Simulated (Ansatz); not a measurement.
# KTaO3: pressure series

Take KTaO3 in the cubic perovskite structure (space group Pm-3m, No. 221; a = 3.989 Å) as the base.

Cell and atoms are relaxed at each pressure.

Computed with r2SCAN (Ansatz, an electronic-structure program, PAW, spin-orbit coupling left out), earlier PAW set.

```
case              shortest interatomic distance  band gap     density  smallest direct gap
----------------  -----------------------------  --------  ----------  -------------------
base                                    1.995 Å   2.64 eV  7.01 g/cm³              3.30 eV
pressure −2 GPa                         2.001 Å   2.61 eV  6.94 g/cm³              3.27 eV
pressure −1 GPa                         1.998 Å   2.63 eV  6.98 g/cm³              3.28 eV
pressure 1.8 GPa                        1.989 Å   2.66 eV  7.07 g/cm³              3.31 eV
pressure 4.2 GPa                        1.982 Å   2.69 eV  7.15 g/cm³              3.34 eV
pressure 9 GPa                          1.969 Å   2.74 eV  7.29 g/cm³              3.38 eV
pressure 18 GPa                         1.947 Å   2.83 eV  7.54 g/cm³              3.44 eV
pressure 30 GPa                         1.922 Å   2.92 eV  7.84 g/cm³              3.49 eV
pressure 45 GPa                         1.895 Å   3.01 eV  8.17 g/cm³              3.52 eV
pressure 60 GPa                         1.873 Å   3.09 eV  8.47 g/cm³              3.52 eV
```

Spin-orbit coupling, missing from the scalar runs, can matter with Ta. Load acts through the strain it causes; cell and atoms are relaxed under it. Whether these cells are dynamically stable was not tested. No other phases were tried under pressure.
